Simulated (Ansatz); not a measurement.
C (model structure, P4₁2₁2, No. 92, 12 atoms in the cell) was calculated with LDA (Ansatz, a quantum-chemistry and plane-wave program, PAW).

Run with plane-wave cutoff 520 eV, 14×14×14 k mesh, Fermi–Dirac smearing 0.05 eV, scalar-relativistic PAW data made under PBE.

Cell (relaxed at this level):

C is modelled in the tetragonal space group P4₁2₁2 (No. 92), Pearson symbol tP12. Lattice parameters: a = 3.761 Å, b = 3.761 Å, c = 4.621 Å, α = 90.00°, β = 90.00°, γ = 90.00°. C1 on 4a is coordinated by 4 C at 1.555–1.558 Å. C2 on 8b has 4 C at 1.555–1.591 Å. (Neighbours: up to the widest gap in distance over summed covalent radii, below 1.35, at either atom.)

### Question
What does this level give for the band gap?

### Answer

* **band gap**: 4.98 eV (on the SCF k mesh)

Note: the relaxation could raise the start's symmetry but not lower it, so the cell can be a saddle point.

Computed values are for the static lattice.

Computing time: about 11 core-minutes (a rough figure).

A model structure was made by putting elements into a prototype or built by hand; it is no filed structure, need not be a known phase, and can be a saddle point held by its symmetry.
